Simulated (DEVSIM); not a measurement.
System: abrupt Si n-p junction, at 250 K.

| layer (left to right) | material | thickness (μm) | Nd (cm⁻³) | Na (cm⁻³) | τn (s) | τp (s) |
|---|---|---|---|---|---|---|
| 1 | Si | 0.140 | 9.2e16 | - | 0.00022 | 0.00022 |
| 2 | Si | 4.30 | - | 1.7e17 | 0.00022 | 0.00022 |

Left contact: ohmic. Right contact: ohmic. Voltage is applied to the left contact. Recombination: SRH at mid-gap. Mobility is μmin + (μ − μmin)/(1 + (N/Nref)^α).

Constants are typed, rounded textbook-type inputs, not results; the design itself was drawn at random and stands for no fabricated device. Values at 300 K; Nc and Nv go as T^1.5, mobilities as T to minus their exponent, the gap by Varshni's rule with the affinity fixed.

```
parameter               Si
----------------  --------
gap (eV)             1.124
affinity (eV)         4.05
permittivity          11.7
Nc (cm⁻³)          2.86e19
Nv (cm⁻³)           3.1e19
μn (cm²/Vs)           1417
μp (cm²/Vs)            470
μn,min                  52
μp,min                  45
Nref,n              9.7e16
Nref,p              2.2e17
αn                    0.68
αp                    0.72
T exponent of μn       2.3
T exponent of μp       2.2
Varshni α (eV/K)  0.000473
Varshni β (K)          636
```

Simulated with DEVSIM: 1D drift-diffusion, Boltzmann statistics, complete ionisation; no tunnelling, impact ionisation, image-force lowering or self-heating.

Question: Tabulate band edges, carrier densities and field at zero bias.

Answer: Energies count from the Fermi level of the right contact; mesh points crowd at the junctions.

```
x (μm)   Ec (eV)  Ev (eV)  n (cm⁻³)  p (cm⁻³)  field (V/cm)
-------  -------  -------  --------  --------  ------------
0.000      0.118   -1.018    9.2e16     < 1e2           380
0.01531    0.118   -1.018    8.9e16     < 1e2           710
0.03689    0.122   -1.014    7.4e16     < 1e2          3600
0.07000    0.166   -0.970    9.9e15     < 1e2         29000
0.1089     0.382   -0.755    4.4e11     14000         83000
0.1288     0.575   -0.561     5.5e7     1.2e8        110000
0.1442     0.760   -0.376     10000    6.2e11        110000
0.1724     0.978   -0.158     < 1e2    1.5e16         41000
0.2154     1.029   -0.107     < 1e2    1.6e17           750
0.2842     1.030   -0.106     < 1e2    1.7e17           ≈ 0
0.4004     1.030   -0.106     < 1e2    1.7e17           ≈ 0
0.7044     1.030   -0.106     < 1e2    1.7e17           ≈ 0
1.111      1.030   -0.106     < 1e2    1.7e17           ≈ 0
1.797      1.030   -0.106     < 1e2    1.7e17           ≈ 0
3.070      1.030   -0.106     < 1e2    1.7e17           ≈ 0
3.639      1.030   -0.106     < 1e2    1.7e17           ≈ 0
3.976      1.030   -0.106     < 1e2    1.7e17           ≈ 0
4.175      1.030   -0.106     < 1e2    1.7e17           ≈ 0
4.324      1.030   -0.106     < 1e2    1.7e17           ≈ 0
4.382      1.030   -0.106     < 1e2    1.7e17           ≈ 0
4.415      1.030   -0.106     < 1e2    1.7e17           ≈ 0
4.440      1.030   -0.106     < 1e2    1.7e17           ≈ 0
```
